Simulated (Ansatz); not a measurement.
# What Cl interstitial (started 2.48 Å from the nearest host atom), symmetric start does to hypothetical Fmmm Cl

Base system: a 12-atom supercell of Cl (space group Fmmm, No. 69; a = 3.6037 Å, b = 3.7422 Å, c = 13.9164 Å; a hypothetical phase, not in the database extracts checked) at its relaxed geometry.

Now apply this change: a neutral Cl interstitial (started 2.48 Å from the nearest host atom), symmetric start, atoms relaxed at fixed cell.

Method: Kohn–Sham DFT with the r2SCAN+rVV10 functional, run in Ansatz (an electronic-structure program) with PAW and 500 eV plane waves, spin-orbit coupling left out. Settings: 13×3×5 k-points, 0.05 eV Fermi–Dirac smearing.

The pressure goes from zero to 4.7 GPa and the largest displacement of a host atom from its site in the perfect cell amounts to 0.78 Å. The final site of the added atom comes out as 2 Cl at 2.60 Å (linear).

The cell is small, so the values are those of an ordered compound at a high defect concentration; dilute-limit values will differ. The defect started on the symmetric site and kept its symmetry, so it may sit on a saddle. The base started in Cmce and relaxed to Fmmm at this level. The defect cell is not spin-polarised.
